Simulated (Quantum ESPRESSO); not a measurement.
Worked example: self-consistent single point of Sr3Ag2 (R-3, 15 atoms in the cell) in Quantum ESPRESSO.

Method of the run: LDA (PZ), PSlibrary ultrasoft (LDA) pseudopotentials (plane waves; Quantum ESPRESSO).

```xyz
15
Lattice="4.9939 -2.8832 6.2183 0.0000 5.7665 6.2183 -4.9939 -2.8832 6.2183" Properties=species:S:1:pos:R:3 pbc="T T T"
Sr    -1.1244     3.5128     7.9787
Sr     1.1244    -3.5128    10.6761
Sr    -2.4800    -2.7301     7.9787
Sr     2.4800     2.7301    10.6761
Sr     3.6044    -0.7827     7.9787
Sr    -3.6044     0.7827    10.6761
Sr     0.0000     0.0000     9.3274
Sr     0.0000     0.0000    13.1608
Sr     0.0000     0.0000     5.4940
Ag    -2.7561     0.5598     7.3790
Ag     2.7561    -0.5598    11.2758
Ag     0.8933    -2.6667     7.3790
Ag    -0.8933     2.6667    11.2758
Ag     1.8628     2.1070     7.3790
Ag    -1.8628    -2.1070    11.2758
```

Reference input (self-consistent single point, DFT, LDA (PZ), plane waves, PSlibrary ultrasoft (LDA) pseudopotentials): ecutwfc = 50 Ry; ecutrho = 350 Ry; occupations = smearing; smearing = gauss; degauss = 0.0099958 Ry; potentials = {Sr: Sr.pz-spn-rrkjus_psl.1.0.0.UPF, Ag: Ag.pz-n-rrkjus_psl.1.0.0.UPF}; K_POINTS = automatic 3 3 3 0 0 0; conv_thr = 1e-09 Ry; mixing_beta = 0.3. This run's input differs from it in these lines:

```diff
@@ -21,3 +21,3 @@
 &ELECTRONS
- conv_thr = 1.0d-9,
+ conv_thr = 7.3e-05,
  mixing_beta = 0.3,
```

Log, with long lists cut:

```
     Self-consistent Calculation

     iteration #  1     ecut=    50.00 Ry     beta= 0.30

     Threshold (ethr) on eigenvalues was too large:
     Diagonalizing with lowered threshold

     total energy              =   -1137.71561245 Ry
     estimated scf accuracy    <       0.45067673 Ry

     iteration #  2     ecut=    50.00 Ry     beta= 0.30

     total energy              =   -1137.80138152 Ry
     estimated scf accuracy    <       0.15173949 Ry

     iteration #  3     ecut=    50.00 Ry     beta= 0.30

     total energy              =   -1137.81712713 Ry
     estimated scf accuracy    <       0.01668885 Ry

   [... 2 blocks of this kind left out ...]

     iteration #  6     ecut=    50.00 Ry     beta= 0.30

     total energy              =   -1137.82059619 Ry
     estimated scf accuracy    <       0.00009928 Ry

     iteration #  7     ecut=    50.00 Ry     beta= 0.30
     End of self-consistent calculation

     the Fermi energy is     6.9939 ev

!    total energy              =   -1137.82061296 Ry
     estimated scf accuracy    <       0.00001635 Ry
     smearing contrib. (-TS)   =      -0.00765914 Ry
     internal energy E=F+TS    =   -1137.81295382 Ry

     convergence has been achieved in   7 iterations

     Forces acting on atoms (cartesian axes, Ry/au):

     atom    1 type  1   force =    -0.00041895   -0.00574218   -0.00190098
     atom    2 type  1   force =     0.00041895    0.00574218    0.00190098
     atom    3 type  1   force =     0.00518235    0.00250827   -0.00190098
     atom    4 type  1   force =    -0.00518235   -0.00250827    0.00190098
     atom    5 type  1   force =    -0.00476340    0.00323391   -0.00190098
   [... lines left out ...]
     Total force =     0.018248     Total SCF correction =     0.009000
   [... lines left out ...]
     SCF correction compared to forces is large: reduce conv_thr to get better values

          total   stress  (Ry/bohr**3)                   (kbar)     P=      -29.94
  -0.00019715  -0.00000000   0.00000000          -29.00       -0.00        0.00
  -0.00000000  -0.00019715  -0.00000000           -0.00      -29.00       -0.00
   0.00000000  -0.00000000  -0.00021637            0.00       -0.00      -31.83

   JOB DONE.
```

The run converged in 7 iterations. Against the reference run the free energy hardly moves (within 1 meV/atom), the pressure goes from -3.24 to -2.99 GPa and the largest force goes from 0.132 to 0.156 eV/Å. The full log also holds: “SCF correction compared to forces is large: reduce conv_thr to get better values”.

The starting cell comes from a database of computed structures (which also holds hypothetical and non-ambient phases and stackings), without a prior relaxation at this level.

Cost on one core of a shared machine: roughly 6 min.
